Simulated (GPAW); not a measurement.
# One base run on ScHg (Pm-3m, 2 atoms in the cell) and variants with one or two settings moved

```xyz
2
Lattice="3.4800 0.0000 0.0000 0.0000 3.4800 0.0000 0.0000 0.0000 3.4800" Properties=species:S:1:pos:R:3 pbc="T T T"
Sc     1.7400     1.7400     1.7400
Hg     0.0000     0.0000     0.0000
```

Base run A: PBEsol, GPAW PAW datasets PBEsol (made by gpaw-setup) (GPAW), self-consistent single point.

Its settings: mode = pw; ecut = 850 eV; xc = PBEsol; kpts = 7 7 7; mesh shift (steps) = 0 0 0; occupations.name = methfessel-paxton; occupations.width = 0.2 eV; occupations.order = 0; nbands = -10; symmetry.symmorphic = false; symmetry.tolerance = 0.0005; maxiter = 100.

The starting cell comes from a database of published, mostly measured structures (it also holds non-ambient and calculated ones), without a prior relaxation at this level. Spin-orbit coupling is off.

ΔF is the free energy per atom less that of run A. A dash stands where there is no value to compare (another energy zero or no entropy term, no result, no spin, no clean gap, or a mesh too coarse for one). Total energies depend on the potentials, the functional and any Hubbard or dispersion term, so they are compared only between runs that share all of them.

Runs:
- B: kpts: 7 7 7 → 5 5 5; occupations.width: 0.2 eV → 0.03 eV
- C: lattice scaled by 1.015
- D: kpts: 7 7 7 → 15 15 15
- E: occupations.width: 0.2 eV → 0.5 eV
- F: ecut: 850 eV → 340 eV
- G: xc: PBEsol → BLYP; potentials: GPAW PAW datasets BLYP (made by gpaw-setup) [BLYP]
- H: convergence.energy: default → 3e-07 eV/electron; convergence.density: default → 3e-05 e/electron; convergence.eigenstates: default → 3e-11
- I: symmetry.symmorphic: false → default; symmetry.tolerance: 0.0005 → default; symmetry: default → off
- J: xc: PBEsol → MGGA_X_R2SCAN+MGGA_C_R2SCAN; potentials: GPAW PAW datasets PBE (gpaw-data 1.0.1) [r2SCAN]
- K: convergence.density: default → 1e-06 e/electron; convergence.energy: default → 5e-06 eV/electron; convergence.eigenstates: default → 4e-12
- L: convergence.forces: default → 0.01 eV/Å
- M: mode: pw → lcao; ecut: 850 eV → default; nbands: -10 → default; h: default → 0.18 Å; basis: default → sz(dzp) [PBEsol, LCAO sz(dzp)]

```
run  ΔF (meV/atom)  pressure (GPa)  k-points
---  -------------  --------------  --------
A             0.00           -0.57        20
B             34.1           -0.46        10
C             14.0           -3.98        20
D              2.7           -0.52       120
E            -48.1           -0.37        20
F            142.9           -6.30        20
G                –            7.16        20
H             0.00           -0.55        20
I             0.00           -0.56       343
J                –            2.00        20
K             0.00           -0.55        20
L             0.00           -0.55        20
M            921.4               –        20
```

Run L against A: The free energy hardly moves (within 1 meV/atom) and the pressure moves little (-0.57 to -0.55 GPa).

Run E against A: The free energy drops by 48.1 meV/atom and the pressure goes from -0.57 to -0.37 GPa.

Run C against A: The free energy rises by 14.0 meV/atom and the pressure goes from -0.57 to -3.98 GPa.
